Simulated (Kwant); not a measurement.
System: quantum point contact (saddle potential) in a CdTe two-dimensional gas. Effective mass 0.096 mₑ, grid spacing 10 nm, hard walls, nominal width 300 nm (29 grid rows, so walls 300 nm apart), one parabolic valley, scattering region 900 nm long along x; energies count from the band bottom; Fermi energy swept from 2.1761e-05 to 0.0005018 eV. Potential (V0 + ½k y²) cos²(πx/L) for |x| < L/2, with V0 = 0.00019 eV, k = 1e-07 eV/nm², L = 530 nm. Perpendicular field 0.065 T, also in the leads; orbital effect alone.

The device is made up for the run: typed textbook-type constants, with dimensions and the other settings drawn at random.

Model: effective-mass tight-binding model on a square grid, one spin, coherent transport at 0 K (Kwant). Conductance is in e²/h.

Density of the scattering states that come in from the left lead, at energy = 0.00014003 eV, in bins, relative to the largest site value (x marks bins outside the device):

```
|                                            |
|...     ..                                  |
|............                                |
|--:::..::--:..                              |
|===-:::-===-:.                              |
|++=-:::-=++=-:.                             |
|+*+-:.:-+**+=-.                             |
|**+=:..-+#%#+=:.                            |
|*#*=. .-+%@%*=-.                            |
|##*-.  -+%@@#+-.                            |
|##*-.  :*%@@#+-:.                           |
|##*-.  :*%@@#+-:.                           |
|##*-.  -+%@@#+-.                            |
|*#*=. .-+%@%*=-.                            |
|**+=:..-+#%#+=:.                            |
|+*+-:.:-+**+=-.                             |
|++=-:::-=++=-:.                             |
|===-:::-===-:.                              |
|--:::..::--:..                              |
|............                                |
|...     ..                                  |
|                                            |
```
Scale: ten equal steps from 0.000 (start of ' ') to 0.984 (end of '@'), in the order ' .:-=+*#%@'; x runs from -430 to 430, y from -134 (bottom) to 134 (top).

The conductance there is 9.4e-6 e²/h with 1 open channel(s) in the leads.
